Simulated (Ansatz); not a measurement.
## Li3VS4: response to strain

The parent structure is Li3VS4 (space group P-43m, No. 215; a = 5.8880 Å; a model cell, its experimental status unchecked). Axes: x, y, z lie along the cube axes.

Strains are applied to the cell and any free atomic positions relax; under biaxial strain the out-of-plane vector relaxes too.

Method: Ansatz (an electronic-structure program) PBEsol, without spin-orbit coupling.

Notes on the quantities. pressure: mean of the normal stresses, compression positive.

```tsv
case	largest internal atomic displacement	shortest interatomic distance	band gap	pressure
base	–	2.142 Å	1.90 eV	0.0 kbar
biaxial strain +4.99 %, plane normal [110], relaxed out of plane	–	2.142 Å	1.88 eV	-6.7 kbar
isotropic strain +4.21 %	0.087 Å	2.146 Å	1.94 eV	-12.5 kbar
uniaxial strain ε_xx = +4.47 %	0.040 Å	2.143 Å	1.89 eV	___
uniaxial strain ε_yy = −1.16 %	–	2.142 Å	1.89 eV	1.5 kbar
uniaxial strain ε_zz = −2.34 %	0.019 Å	2.142 Å	1.88 eV	___
uniaxial strain ε_zz = −2.15 %	0.017 Å	2.142 Å	1.88 eV	2.8 kbar
uniaxial strain ε_zz = +1.76 %	0.015 Å	2.143 Å	1.90 eV	___
tensor shear ε_xz = −2.71 %	0.050 Å	2.141 Å	1.89 eV	-0.2 kbar
```

Question: What belongs in the blanks?

Answer: 
- uniaxial strain ε_xx = +4.47 %, pressure: -4.8 kbar
- uniaxial strain ε_zz = −2.34 %, pressure: 3.0 kbar
- uniaxial strain ε_zz = +1.76 %, pressure: -2.1 kbar

Stability against distortions was not tested. Starting moments died away, wholly or in part, for the base; another magnetic solution may exist. The final runs are not spin-polarised.
